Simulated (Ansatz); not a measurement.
Start from Nb in the bcc (W type) structure (space group Im-3m, No. 229).

```cif
data_Nb2
_chemical_formula_sum 'Nb2'
_space_group_name_H-M_alt 'Im-3m'
_space_group_IT_number 229
_space_group_name_Hall '-I 4 2 3'
_cell_length_a 3.30269
_cell_length_b 3.30269
_cell_length_c 3.30269
_cell_angle_alpha 90.000
_cell_angle_beta 90.000
_cell_angle_gamma 90.000
loop_
_atom_site_label
_atom_site_type_symbol
_atom_site_symmetry_multiplicity
_atom_site_Wyckoff_symbol
_atom_site_fract_x
_atom_site_fract_y
_atom_site_fract_z
_atom_site_occupancy
Nb1 Nb 2 a 0.00000 0.00000 0.00000 1
```
(The calculation used a cell of 1 atom; values per cell refer to that cell.)

Level of theory: Ansatz (a first-principles code), r2SCAN, PAW, cutoff 500 eV, no SOC.

Base values:

The lattice parameter a is 6.241 bohr.

One thing is altered: a hydrostatic pressure of 2.1 GPa.

### Question
What happens to the lattice parameter a?

### Answer
The lattice parameter a falls by 0.0246 bohr (6.241 bohr → 6.217 bohr).

Load acts through the strain it causes; cell and atoms are relaxed under it. Stability against distortions was not tested. The final runs are not spin-polarised.
